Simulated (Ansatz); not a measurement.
# Can LiPt₃ (Pm-3m) replace Mo in a narrow line?

LiPt3 (Pm-3m): ρ₀ = 7.92 μΩ·cm, ℓ = 12.2 nm. Mo (Im-3m) has a bulk resistivity ρ₀ of 5.36 μΩ·cm and a mean free path ℓ of 12.6 nm. Both at 300 K by PBEsol, DFPT electron-phonon coupling, linearised Boltzmann equation (plane waves, PAW, scalar-relativistic; Ansatz, an electronic-structure program); third figures are kept for the arithmetic, and halving the electron mesh moves ρ₀ by up to 3 and 1 % at 300 K, and ℓ by up to 3 and 2 % (the most at any temperature). Cell of LiPt₃ (Pm-3m): a = 3.829 Å, b = 3.829 Å, c = 3.829 Å, α = 90.00°, β = 90.00°, γ = 90.00°. Remarks on LiPt₃ (Pm-3m): eigensolver warning. On Mo: eigensolver warning.

Square wire of width d: ρ − ρ₀ = ρ₀ℓ × [0.75(1 − p)/d + 1.5R/((1 − R)D)], with p = 0, R = 0.15, D = d.

Problem. What are ρ₀ℓ and ρ(d)?

Solution. With D = d the size term is Kρ₀ℓ/d, K = 0.75 × 1.0 + 1.5 × 0.15/0.85 = 1.01. LiPt₃ (Pm-3m): ρ₀ℓ = 9.7×10⁻¹⁶ Ω·m², ρ = 7.92 + 98/d. Mo: 6.75×10⁻¹⁶ Ω·m², ρ = 5.36 + 68.2/d (μΩ·cm, d in nm).

Problem. Where, if anywhere, do the two curves cross in favour of LiPt₃ (Pm-3m)?

Solution. Nowhere: neither ρ₀ nor ρ₀ℓ of LiPt₃ (Pm-3m) lies under that of Mo.

Problem. Find the resistance of 1 μm of line, ρL/d², in square trenches of width w. Take w = 9, 12, 18, 30 nm.

Solution. 
| w (nm) | ρ, LiPt₃ (Pm-3m) (μΩ·cm) | Ω/μm, LiPt₃ (Pm-3m) | ρ, Mo (μΩ·cm) | Ω/μm, Mo |
|---|---|---|---|---|
| 9 | 18.8 | 2300 | 12.9 | 1600 |
| 12 | 16.1 | 1110 | 11.0 | 770 |
| 18 | 13.3 | 410 | 9.1 | 280 |
| 30 | 11.2 | 124 | 7.6 | 85 |

The line of Mo has the lower resistance at w = 9, 12, 18, 30 nm.

The formula is the first-order form of the Fuchs-Sondheimer and Mayadas-Shatzkes models for a square wire of an isotropic metal and fails where d lies far under ℓ. Neither p nor R nor D comes from the calculation. ℓ is weighted by the current that each state carries; one path shared by all states gives a smaller ρ₀ℓ, by an amount that differs from metal to metal. Only harmonic phonons scatter in ρ₀; disorder, surface states and the phase's stability aren't judged.

Computed structure with no diffraction record at hand here (it may be known, metastable or hypothetical): LiPt3 (Pm-3m). The missing spin-orbit coupling matters most for LiPt3 (Pm-3m).
